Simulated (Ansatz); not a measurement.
The starting structures come from a database of crystals and need not be the phases stable at ambient conditions.

The decay constant κ of evanescent states in the gap governs leakage through a thin film.

Given:

```
Ba2MgMoO6
1.0
    5.80696     0.00000     0.00000
   -2.90348     5.02897     0.00000
    2.90348     1.67632     4.74136
Ba Mg Mo O
2 1 1 6
Direct
  0.50000   0.75000   0.75000
  0.50000   0.25000   0.25000
  0.00000   0.50000   0.50000
  0.00000   0.00000   0.00000
  0.00000   0.76127   0.23873
  0.00000   0.23873   0.76127
  0.00000   0.23873   0.23873
  0.00000   0.76127   0.76127
  0.52254   0.76127   0.23873
  0.47746   0.23873   0.76127
```

Space group of this cell: Fm-3m. The cell is taken as given; by r2SCAN its mean pressure is -6.7 GPa.

Transport runs along the normal of the first two printed cell vectors, the (111) plane of the conventional cell.

No gap correction and no spin-orbit coupling; mid-gap values are interpolated between computed energies.

Question: Give the band gap and the smallest decay constant κ at mid-gap that r2SCAN (Ansatz, an electronic-structure program) yields.

Answer: Gap 2.32 eV on a 8×8×8 mesh; κ = 0.356 1/Å, at the zone centre.
